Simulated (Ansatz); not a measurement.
## Point defects in Sn

Base system: an 8-atom supercell of Sn (space group I4_1/amd, No. 141) at its relaxed geometry.

```yaml
crystal:
  lattice:
    - [-5.94710, 0.00000, 3.21219]
    - [0.00000, 0.00000, 6.42439]
    - [0.00000, 5.94710, -3.21219]
  atoms:
    - { symbol: Sn, position: [0.00000, 0.37500, 0.50000] }
    - { symbol: Sn, position: [0.50000, 0.62500, 0.00000] }
    - { symbol: Sn, position: [0.00000, 0.87500, 0.50000] }
    - { symbol: Sn, position: [0.50000, 0.12500, 0.00000] }
    - { symbol: Sn, position: [0.00000, 0.00000, 0.00000] }
    - { symbol: Sn, position: [0.50000, 0.25000, 0.50000] }
    - { symbol: Sn, position: [0.00000, 0.50000, 0.00000] }
    - { symbol: Sn, position: [0.50000, 0.75000, 0.50000] }
```

One neutral defect a cell, atoms relaxed at fixed cell.

Method: PBE, PAW, 420 eV (Ansatz, a first-principles code; without spin-orbit coupling), earlier PAW set.

| case | largest displacement of a host atom from its site in the perfect cell | pressure |
|---|---|---|
| perfect supercell | – | 0.1 GPa |
| Ru on a Sn site, symmetric start | 0.44 Å | -3.1 GPa |
| Li interstitial (started 2.13 Å from the nearest host atom), symmetric start | 0.53 Å | 4.5 GPa |
| Zn on a Sn site | … | -2.3 GPa |
| Ir on a Sn site, symmetric start | 0.45 Å | -3.0 GPa |
| Li interstitial (started 1.96 Å from the nearest host atom) | … | 4.5 GPa |

### Question
Some entries are withheld; estimate them.

### Answer

- Zn on a Sn site, largest displacement of a host atom from its site in the perfect cell: 0.20 Å
- Li interstitial (started 1.96 Å from the nearest host atom), largest displacement of a host atom from its site in the perfect cell: 0.51 Å

The cell is small, so the values are those of an ordered compound at a high defect concentration; dilute-limit values will differ. Defects with a symmetric start kept the site's symmetry and may sit on a saddle; the others started slightly shaken. All final runs are without spin polarisation.
